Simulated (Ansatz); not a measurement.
Take GaSb in the zinc blende structure (space group F-43m, No. 216) as the base.

```xyz
2
Lattice="0.0000 3.0244 3.0244 3.0244 0.0000 3.0244 3.0244 3.0244 0.0000" Properties=species:S:1:pos:R:3 pbc="T T T"
Ga     0.0000     0.0000     0.0000
Sb     1.5122     1.5122     1.5122
```

All numbers come from LDA, PAW, 420 eV (Ansatz, a first-principles code; no spin-orbit coupling).

Before the change:

The pressure comes out as 0.0 GPa.

Perturbation: every lattice vector is stretched by 3.00 %, atoms relaxed at fixed cell.

Q: What happens to the energy relative to the base and pressure?

A: The energy grows by 35 meV/atom; the pressure goes from zero to -4.0 GPa.

The cells carry an imposed strain or load. No phonon test of stability was made. All final runs are without spin polarisation.
